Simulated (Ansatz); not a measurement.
## Response to strain in TiAl

The parent structure is TiAl (space group P4/mmm, No. 123; a = 2.796 Å, c = 4.038 Å; relaxed with 0.1 eV smearing). Axes: x, y, z lie along a, b, c of the conventional cell.

Strains are applied to the cell and any free atomic positions relax.

Level of theory: PBEsol (Ansatz, an electronic-structure program, PAW, scalar-relativistic without spin-orbit coupling).

Notes on the quantities. pressure: mean of the normal stresses, compression positive; energy relative to the base: free energy F.

```
variant                         pressure  energy relative to the base  shortest interatomic distance
------------------------------  --------  ---------------------------  -----------------------------
base                             0.0 GPa                   0 meV/atom                        2.796 Å
uniaxial strain ε_zz = −3.00 %   3.8 GPa                +7.9 meV/atom                        2.783 Å
uniaxial strain ε_zz = −2.50 %   3.2 GPa                +5.5 meV/atom                        2.790 Å
uniaxial strain ε_zz = −1.50 %   1.9 GPa                +2.0 meV/atom                        2.796 Å
uniaxial strain ε_zz = −1.00 %   1.2 GPa                +0.9 meV/atom                        2.796 Å
uniaxial strain ε_zz = −0.50 %   0.6 GPa                +0.2 meV/atom                        2.796 Å
uniaxial strain ε_zz = +0.50 %  -0.6 GPa                +0.2 meV/atom                        2.796 Å
uniaxial strain ε_zz = +1.50 %  -1.7 GPa                +1.9 meV/atom                        2.796 Å
uniaxial strain ε_zz = +2.00 %  -2.3 GPa                +3.4 meV/atom                        2.796 Å
uniaxial strain ε_zz = +2.50 %  -2.8 GPa                +5.3 meV/atom                        2.796 Å
```

Stability against distortions was not tested. The final runs are not spin-polarised.
